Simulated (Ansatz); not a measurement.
## Effect of uniaxial strain ε_xx = −0.50 % on WSi2

Take WSi₂ (space group I4/mmm, No. 139; a = 3.185 Å, c = 7.773 Å; relaxed with 0.1 eV smearing) as the base. Axes: x, y, z lie along a, b, c of the conventional cell.

The change: the cell is compressed by 0.50 % along x with no lateral relaxation, atoms relaxed at fixed cell.

Level of theory: DFT with LDA, PAW potentials and a 420 eV plane-wave cutoff in Ansatz (an electronic-structure program), scalar-relativistic without spin-orbit coupling. k-mesh 25×25×25 (Γ-centred); smearing 0.1 eV (Fermi–Dirac).

- Volume per atom: 13.08 Å³ (base 13.14 Å³)
- Shortest interatomic distance: 2.572 Å (base 2.571 Å)
- Energy relative to the base (free energy F): +0.5 meV/atom
- Band gap: zero (base zero)
- Stress (xx, yy, zz, yz, xz, xy; compression positive): (2.3, 0.7, 0.5, 0.0, 0.0, 0.0) GPa

No phonon test of stability was made. The final runs are not spin-polarised.
